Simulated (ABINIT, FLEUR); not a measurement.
A FLEUR input for a self-consistent single point of SnS (F-43m, 2 atoms in the cell) (DFT, LDA (Perdew-Zunger), all-electron FLAPW (FLEUR), scalar-relativistic valence):

Input of the input generator:

```
SnS crystal
&input film=f /
-0.0000000000 3.2651400000 3.2651400000
3.2651400000 0.0000000000 3.2651400000
3.2651400000 3.2651400000 -0.0000000000
1.8897261246
1.0 1.0 1.0

2
50 0.0000000000 0.0000000000 0.0000000000
16 0.7500000000 0.7500000000 0.7500000000

&comp jspins=1 /
&exco xctyp='pz' /
&kpt div1=5 div2=5 div3=5 /
&end /
```

```xml
<?xml version="1.0" encoding="UTF-8" standalone="no"?>
<fleurInput fleurInputVersion="0.39">
   <comment>
      SnS crystal                                                                                         
   </comment>
   <calculationSetup>
      <cutoffs Kmax="4.0" Gmax="20.0" GmaxXC="20.0" numbands="0"/>
      <scfLoop itmax="80" minDistance="0.00001" maxIterBroyd="15" imix="Anderson" alpha="0.05" precondParam="0.0" spinf="2.0"/>
      <coreElectrons ctail="T" frcor="F" kcrel="0" coretail_lmax="0"/>
      <xcFunctional name="pz" relativisticCorrections="F"/>
      <magnetism jspins="1"/>
      <soc l_soc="F" theta="0.0" phi="0.0" spav="F"/>
      <expertModes spex="0" secvar="F"/>
      <geometryOptimization l_f="T" forcealpha="1.0" forcemix="BFGS" epsdisp="0.00001" epsforce="0.00001"/>
      <ldaU l_linMix="F" mixParam="0.05" spinf="1.0"/>
   </calculationSetup>
   <cell>
      <bzIntegration valenceElectrons="28.0" mode="gauss" fermiSmearingEnergy="0.00367493">
         <kPointListSelection listName="default-1"/>
         <!-- k-points included here -->
         <xi:include xmlns:xi="http://www.w3.org/2001/XInclude" href="kpts.xml"> </xi:include>
      </bzIntegration>
      <!-- symmetry operations included here -->
      <xi:include xmlns:xi="http://www.w3.org/2001/XInclude" href="sym.xml"> </xi:include>
      <bulkLattice scale="1.0">
         <bravaisMatrix>
            <row-1>    0.0000000000000000     6.1702203584764437     6.1702203584764437</row-1>
            <row-2>    6.1702203584764437     0.0000000000000000     6.1702203584764437</row-2>
            <row-3>    6.1702203584764437     6.1702203584764437     0.0000000000000000</row-3>
         </bravaisMatrix>
      </bulkLattice>
   </cell>
   <atomSpecies>
      <species name="Tin (Sn)" element="Sn" atomicNumber="50">
         <mtSphere radius="2.66" gridPoints="879" logIncrement="0.015"/>
         <atomicCutoffs lmax="7" lnonsphr="5"/>
         <electronConfig flipSpins="F">
            <coreConfig>(1s1/2) (2s1/2) (2p1/2) (2p3/2) (3s1/2) (3p1/2) (3p3/2) (3d3/2) (3d5/2)</coreConfig>
            <valenceConfig>(4s1/2) (4p1/2) (4p3/2) (5s1/2) (4d3/2) (4d5/2) (5p1/2) (5p3/2)</valenceConfig>
            <stateOccupation state="(5p1/2)" spinUp="0.3333333333333" spinDown="0.3333333333333"/>
            <stateOccupation state="(5p3/2)" spinUp="0.6666666666667" spinDown="0.6666666666667"/>
         </electronConfig>
         <energyParameters s="5" p="5" d="4" f="4"/>
         <lo type="SCLO" l="0" n="4" eDeriv="0"/>
         <lo type="SCLO" l="1" n="4" eDeriv="0"/>
         <lo type="SCLO" l="1" n="4" eDeriv="1"/>
         <lo type="SCLO" l="2" n="4" eDeriv="2"/>
         <lo type="SCLO" l="3" n="4" eDeriv="2"/>
      </species>
      <species name="Sulfur (S)" element="S" atomicNumber="16">
         <mtSphere radius="2.25" gridPoints="745" logIncrement="0.016"/>
         <atomicCutoffs lmax="6" lnonsphr="4"/>
         <electronConfig flipSpins="F">
            <coreConfig>(1s1/2) (2s1/2) (2p1/2) (2p3/2)</coreConfig>
            <valenceConfig>(3s1/2) (3p1/2) (3p3/2)</valenceConfig>
            <stateOccupation state="(3p1/2)" spinUp="0.6666666666667" spinDown="0.6666666666667"/>
            <stateOccupation state="(3p3/2)" spinUp="1.3333333333333" spinDown="1.3333333333333"/>
         </electronConfig>
         <energyParameters s="3" p="3" d="3" f="4"/>
         <lo type="SCLO" l="0" n="3" eDeriv="2"/>
         <lo type="SCLO" l="1" n="3" eDeriv="2"/>
         <lo type="SCLO" l="2" n="3" eDeriv="2"/>
         <lo type="SCLO" l="3" n="4" eDeriv="2"/>
      </species>
   </atomSpecies>
   <atomGroups>
      <atomGroup species="Tin (Sn)">
         <relPos label="                   1">.0000000000 .0000000000 .0000000000</relPos>
         <force calculate="T" relaxXYZ="TTT"/>
      </atomGroup>
      <atomGroup species="Sulfur (S)">
         <relPos label="                   2">-1.000/4.000 -1.000/4.000 -1.000/4.000</relPos>
         <force calculate="T" relaxXYZ="TTT"/>
      </atomGroup>
   </atomGroups>
   <output dos="F" band="F" slice="F">
      <checks vchk="F" cdinf="F"/>
      <bandDOS minEnergy="-.5*Htr" maxEnergy="0.5*Htr" sigma="0.015" storeEVData="T"/>
      <vacuumDOS vacdos="F" integ="F" star="F" nstars="0" locx1="0.0" locy1="0.0" locx2="0.0" locy2="0.0" nstm="0" tworkf="0.0"/>
      <unfoldingBand unfoldBand="F" supercellX="1" supercellY="1" supercellZ="1"/>
      <plotting iplot="0" polar="F">
         <plot TwoD="T" vec1="  1.0  0.0  0.0" vec2="  0.0  1.0  0.0" vec3="  0.0  0.0  1.0" zero="  0.0  0.0  0.0" file="plot"/>
      </plotting>
      <chargeDensitySlicing numkpt="0" minEigenval="0.0" maxEigenval="0.0" nnne="0" pallst="F"/>
      <specialOutput eonly="F"/>
      <magneticCircularDichroism mcd="F" energyLo="-10.0" energyUp="0.0"/>
   </output>
  <!-- We include the file relax.xml here to enable relaxations (see documentation) -->
  <xi:include xmlns:xi="http://www.w3.org/2001/XInclude" href="relax.xml"> <xi:fallback/> </xi:include>
</fleurInput>
```

Give the ABINIT input for the same structure, mesh, smearing and functional.

One input that does it (others would too):

```
# SnS, PseudoDojo nc-sr-04 LDA standard
pp_dirpath "./"
pseudos "Sn.upf, S.upf"
acell 3*1.0 Angstrom
rprim
         0.0000000000    3.2651400000    3.2651400000
         3.2651400000    0.0000000000    3.2651400000
         3.2651400000    3.2651400000    0.0000000000
natom 2
ntypat 2
znucl 50 16
typat 1 2
xcart
         0.0000000000    0.0000000000    0.0000000000
         4.8977100000    4.8977100000    4.8977100000
      Angstrom
ecut 36
occopt 7
tsmear 0.1 eV
nband 15
kptopt 1
ngkpt 5 5 5
nshiftk 1
shiftk 0 0 0
nstep 80
tolvrs 1.0e-12
prtwf 0
prtden 0
```

Basis, cutoffs, solver keys and any potentials are the target program's own. This input uses DFT, LDA (PW92), plane waves, norm-conserving pseudopotentials (PseudoDojo nc-sr-04 LDA standard). LDA parametrisations can differ slightly between programs. Both were run: gap on the mesh 0.397 eV in FLEUR and 0.398 in ABINIT.

On FLEUR: the starting cell comes from a database of computed structures (which also holds hypothetical and non-ambient phases and stackings), without a prior relaxation at this level. Values depend on the basis (sphere radii, cutoffs, local orbitals), which need not be converged.

On ABINIT: the starting cell comes from a database of computed structures (which also holds hypothetical and non-ambient phases and stackings), without a prior relaxation at this level.
